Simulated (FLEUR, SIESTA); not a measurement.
A FLEUR input for a self-consistent single point of LaGa3Pd2 (P6/mmm, 6 atoms in the cell) (DFT, PBEsol, all-electron FLAPW (FLEUR), scalar-relativistic valence):

Input of the input generator:

```
LaGa3Pd2 FLAPW
&input film=f /
10.0813227914 -0.0000001215 0.0000000000
-5.0406612905 8.7306817019 0.0000000000
0.0000000000 0.0000000000 7.9451758567
1.0
1.0 1.0 1.0

6
57 0.0000000000 0.0000000000 0.0000000000
31 0.5000000000 0.0000000000 0.5000000000
31 0.5000000000 0.5000000000 0.5000000000
31 0.0000000000 0.5000000000 0.5000000000
46 0.6666666667 0.3333333333 -0.0000000000
46 0.3333333333 0.6666666667 0.0000000000

&comp jspins=1 /
&exco xctyp='PBEs' /
&kpt div1=6 div2=6 div3=7 gamma=t /
&end /
```

```xml
<?xml version="1.0" encoding="UTF-8" standalone="no"?>
<fleurInput fleurInputVersion="0.39">
   <comment>
      LaGa3Pd2 FLAPW                                                                                      
   </comment>
   <calculationSetup>
      <cutoffs Kmax="4.3" Gmax="17.2" GmaxXC="17.2" numbands="0"/>
      <scfLoop itmax="100" minDistance="0.00001" maxIterBroyd="25" imix="Anderson" alpha="0.05" precondParam="0.0" spinf="2.0"/>
      <coreElectrons ctail="T" frcor="F" kcrel="0" coretail_lmax="0"/>
      <xcFunctional name="PBEs" relativisticCorrections="F"/>
      <magnetism jspins="1"/>
      <soc l_soc="F" theta="0.0" phi="0.0" spav="F"/>
      <expertModes spex="0" secvar="F"/>
      <geometryOptimization l_f="T" forcealpha="1.0" forcemix="BFGS" epsdisp="0.00001" epsforce="0.00001"/>
      <ldaU l_linMix="F" mixParam="0.05" spinf="1.0"/>
   </calculationSetup>
   <cell>
      <bzIntegration valenceElectrons="82.0" mode="gauss" fermiSmearingEnergy="0.00183747">
         <kPointListSelection listName="default-1"/>
         <!-- k-points included here -->
         <xi:include xmlns:xi="http://www.w3.org/2001/XInclude" href="kpts.xml"> </xi:include>
      </bzIntegration>
      <!-- symmetry operations included here -->
      <xi:include xmlns:xi="http://www.w3.org/2001/XInclude" href="sym.xml"> </xi:include>
      <bulkLattice scale="1.0">
         <bravaisMatrix>
            <row-1>   10.0813227913999999    -0.0000001215000000     0.0000000000000000</row-1>
            <row-2>   -5.0406612905000001     8.7306817019000000     0.0000000000000000</row-2>
            <row-3>    0.0000000000000000     0.0000000000000000     7.9451758566999997</row-3>
         </bravaisMatrix>
      </bulkLattice>
   </cell>
   <atomSpecies>
      <species name="Lanthanum (La)" element="La" atomicNumber="57">
         <mtSphere radius="2.68" gridPoints="925" logIncrement="0.014"/>
         <atomicCutoffs lmax="10" lnonsphr="8"/>
         <electronConfig flipSpins="F">
            <coreConfig>(1s1/2) (2s1/2) (2p1/2) (2p3/2) (3s1/2) (3p1/2) (3p3/2) (4s1/2) (3d3/2) (3d5/2) (4p1/2) (4p3/2) (4d3/2) (4d5/2)</coreConfig>
            <valenceConfig>(5s1/2) (5p1/2) (5p3/2) (6s1/2) (5d3/2) (5d5/2)</valenceConfig>
            <stateOccupation state="(5d3/2)" spinUp="0.2" spinDown="0.2"/>
            <stateOccupation state="(5d5/2)" spinUp="0.3" spinDown="0.3"/>
         </electronConfig>
         <energyParameters s="6" p="6" d="5" f="4"/>
         <lo type="SCLO" l="0" n="5" eDeriv="0"/>
         <lo type="SCLO" l="1" n="5" eDeriv="0"/>
      </species>
      <species name="Gallium (Ga)" element="Ga" atomicNumber="31">
         <mtSphere radius="2.35" gridPoints="811" logIncrement="0.015"/>
         <atomicCutoffs lmax="10" lnonsphr="8"/>
         <electronConfig flipSpins="F">
            <coreConfig>(1s1/2) (2s1/2) (2p1/2) (2p3/2) (3s1/2) (3p1/2) (3p3/2)</coreConfig>
            <valenceConfig>(4s1/2) (3d3/2) (3d5/2) (4p1/2) (4p3/2)</valenceConfig>
            <stateOccupation state="(4p1/2)" spinUp="0.1666666666667" spinDown="0.1666666666667"/>
            <stateOccupation state="(4p3/2)" spinUp="0.3333333333333" spinDown="0.3333333333333"/>
         </electronConfig>
         <energyParameters s="4" p="4" d="3" f="4"/>
         <lo type="HELO" l="2" n="4" eDeriv="0"/>
      </species>
      <species name="Palladium (Pd)" element="Pd" atomicNumber="46">
         <mtSphere radius="2.35" gridPoints="811" logIncrement="0.016"/>
         <atomicCutoffs lmax="10" lnonsphr="8"/>
         <electronConfig flipSpins="F">
            <coreConfig>(1s1/2) (2s1/2) (2p1/2) (2p3/2) (3s1/2) (3p1/2) (3p3/2) (4s1/2) (3d3/2) (3d5/2)</coreConfig>
            <valenceConfig>(4p1/2) (4p3/2) (5s1/2) (4d3/2) (4d5/2)</valenceConfig>
            <stateOccupation state="(5s1/2)" spinUp="0.5" spinDown="0.5"/>
            <stateOccupation state="(4d3/2)" spinUp="1.8" spinDown="1.8"/>
            <stateOccupation state="(4d5/2)" spinUp="2.7" spinDown="2.7"/>
         </electronConfig>
         <energyParameters s="5" p="5" d="4" f="4"/>
         <lo type="SCLO" l="1" n="4" eDeriv="0"/>
      </species>
   </atomSpecies>
   <atomGroups>
      <atomGroup species="Lanthanum (La)">
         <relPos label="                   1">.0000000000 .0000000000 .0000000000</relPos>
         <force calculate="T" relaxXYZ="TTT"/>
      </atomGroup>
      <atomGroup species="Gallium (Ga)">
         <relPos label="                   2">1.000/2.000 .0000000000 1.000/2.000</relPos>
         <relPos label="                   3">1.000/2.000 1.000/2.000 1.000/2.000</relPos>
         <relPos label="                   4">.0000000000 1.000/2.000 1.000/2.000</relPos>
         <force calculate="T" relaxXYZ="TTT"/>
      </atomGroup>
      <atomGroup species="Palladium (Pd)">
         <relPos label="                   5">-1.000/3.000 1.000/3.000 .0000000000</relPos>
         <relPos label="                   6">1.000/3.000 -1.000/3.000 .0000000000</relPos>
         <force calculate="T" relaxXYZ="TTT"/>
      </atomGroup>
   </atomGroups>
   <output dos="F" band="F" slice="F">
      <checks vchk="F" cdinf="F"/>
      <bandDOS minEnergy="-.5*Htr" maxEnergy="0.5*Htr" sigma="0.015" storeEVData="T"/>
      <vacuumDOS vacdos="F" integ="F" star="F" nstars="0" locx1="0.0" locy1="0.0" locx2="0.0" locy2="0.0" nstm="0" tworkf="0.0"/>
      <unfoldingBand unfoldBand="F" supercellX="1" supercellY="1" supercellZ="1"/>
      <plotting iplot="0" polar="F">
         <plot TwoD="T" vec1="  1.0  0.0  0.0" vec2="  0.0  1.0  0.0" vec3="  0.0  0.0  1.0" zero="  0.0  0.0  0.0" file="plot"/>
      </plotting>
      <chargeDensitySlicing numkpt="0" minEigenval="0.0" maxEigenval="0.0" nnne="0" pallst="F"/>
      <specialOutput eonly="F"/>
      <magneticCircularDichroism mcd="F" energyLo="-10.0" energyUp="0.0"/>
   </output>
  <!-- We include the file relax.xml here to enable relaxations (see documentation) -->
  <xi:include xmlns:xi="http://www.w3.org/2001/XInclude" href="relax.xml"> <xi:fallback/> </xi:include>
</fleurInput>
```

Problem. Give the SIESTA input for the same structure, mesh, smearing and functional.

Solution. This is the input that was run; spellings and numerical settings could be chosen otherwise.

```
# files in the folder: La.psml Ga.psml Pd.psml (PseudoDojo PBEsol standard)
SystemName  LaGa3Pd2
SystemLabel siesta

NumberOfAtoms                6
NumberOfSpecies              3
%block ChemicalSpeciesLabel
  1 57 La
  2 31 Ga
  3 46 Pd
%endblock ChemicalSpeciesLabel
LatticeConstant              5.334806 Ang
%block LatticeVectors
     1.000000000    0.000000000    0.000000000
    -0.500000000    0.866025494    0.000000000
     0.000000000    0.000000000    0.788108509
%endblock LatticeVectors
AtomicCoordinatesFormat      Fractional
%block AtomicCoordinatesAndAtomicSpecies
     0.000000000    0.000000000    0.000000000  1
     0.500000000    0.000000000    0.500000000  2
     0.500000000    0.500000000    0.500000000  2
     0.000000000    0.500000000    0.500000000  2
     0.666667000    0.333333000    0.000000000  3
     0.333333000    0.666667000    0.000000000  3
%endblock AtomicCoordinatesAndAtomicSpecies

XC.functional                GGA
XC.authors                   PBEsol
PAO.BasisSize                DZP
PAO.EnergyShift              0.01 Ry
MeshCutoff                   300 Ry
%block kgrid.MonkhorstPack
    6   0   0  0.0
    0   6   0  0.0
    0   0   7  0.0
%endblock kgrid.MonkhorstPack
OccupationFunction           MP
OccupationMPOrder            0
ElectronicTemperature        580.23 K

MaxSCFIterations             150
SCF.Mixer.Method             Pulay
SCF.Mixer.Weight             0.25
SCF.Mixer.History            8
SCF.DM.Tolerance             1.0E-04
Diag.ParallelOverK           true
WriteForces                  true
```

Basis settings and potentials, where a program has them, do not carry over. This input uses DFT, GGA PBEsol, numerical atomic orbitals DZP, PseudoDojo PBEsol standard norm-conserving potentials (rewritten from UPF to PSML).

The starting cell comes from a database of computed structures (which also holds hypothetical and non-ambient phases and stackings), without a prior relaxation at this level. For this run, on top of that: lattice scaled by 0.98.
